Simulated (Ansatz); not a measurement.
The parent structure is BN in the zinc blende structure (space group F-43m, No. 216).

BN is taken in the cubic space group F-43m (No. 216), the zinc blende structure, Pearson symbol cF8. Lattice parameters: a = 3.6247 Å, b = 3.6247 Å, c = 3.6247 Å, α = 90.00°, β = 90.00°, γ = 90.00°. B on 4a sees 4 N at 1.570 Å (tetrahedral). N on 4d is surrounded by 4 B at 1.570 Å (tetrahedral). (Neighbours: up to the widest gap in distance over summed covalent radii, below 1.35, at either atom.)
(The calculation used a cell of 2 atoms; values per cell refer to that cell.)

Level of theory: Kohn–Sham DFT with the PBE functional, run in Ansatz (an electronic-structure program) with PAW and 420 eV plane waves, no SOC.

For the base:

The band gap comes out as 4.46 eV.

One thing is altered: an isotropic linear strain of +2.50 %; the atoms relax in the strained cell.

Task: Estimate the effect on the band gap and energy relative to the base.

Result: The band gap decreases by 0.086 eV (4.46 eV → 4.38 eV); the energy goes up by 36 meV/atom.

Whether these cells are dynamically stable was not tested.
